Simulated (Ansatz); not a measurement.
The starting structures come from a database of crystals and need not be the phases stable at ambient conditions.

By PBEsol, the system below comes out a metal.

A figure of merit of an interconnect metal is its ballistic conductance per area.

Given:

```
CELL_PARAMETERS angstrom
      4.60449     0.00000     0.00000
      0.00000     4.60449     0.00000
      2.30224    -2.30224     3.25587
ATOMIC_POSITIONS crystal
  Ta 0.25000 0.25000 0.50000
  Ta 0.50000 0.50000 0.00000
  Be 0.87500 0.87500 0.75000
  Be 0.87500 0.37500 0.25000
  Be 0.37500 0.87500 0.75000
  Be 0.87500 0.87500 0.25000
```

Space group of this cell: Fd-3m, cubic Laves (MgCu2 type). The cell is taken as given; by PBEsol its mean pressure is -3.1 GPa.

The current flows along the normal of the first two printed cell vectors, the (001) plane of the conventional cell. No spin-orbit coupling; the value is a mean over 0.1 eV about the Fermi level.

Q: Predict the ballistic conductance per area from PBEsol run with Ansatz (an electronic-structure program).

A: 0.44 × 10¹⁵ S/m² for both spins.
